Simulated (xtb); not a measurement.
xtb 6.7.1, GFN2-xTB: In(Br)(Me)2 ([CH3][In]([CH3])[Br]), 10 atoms. The geometry is a generated start, not checked to be a minimum at this level.

| Quantity | Result |
|---|---|
| run flags | --grad |
| method | GFN2-xTB |
| --acc | 1 (default) |
| --etemp (K) | 300 (default) |
| basis functions | 34 |
| valence electrons | 24 |

```xyz
10

In    -0.3881    -0.3074    -0.0409
Br    -2.3449    -1.8598    -0.2320
C     -0.6755     1.5600    -1.2454
H      0.1084     1.6326    -1.9975
H     -0.6260     2.4288    -0.5921
H     -1.6507     1.5095    -1.7272
C      1.2043    -1.1367     1.3002
H      1.7082    -0.3283     1.8254
H      1.9269    -1.6841     0.6965
H      0.7372    -1.8147     2.0130
```

One run each on 1 thread. Values of broydamp tried: 0.02, 0.05, 0.1, 0.2, 0.4 (default), 0.6, 0.8, 1.

Q: How does the count of SCC iterations change with broydamp, and where is it least?

A: Fewest SCC iterations, within one of each other: 0.4 (default) with 13, 0.6 with 13, 0.8 with 14. The count rises to 20 at 0.02. All converge to one solution.

```csv
broydamp,SCC iterations,end
0.02,20,same solution
0.05,18,same solution
0.1,17,same solution
0.2,15,same solution
0.4 (default),13,same solution
0.6,13,same solution
0.8,14,same solution
1,15,same solution
```
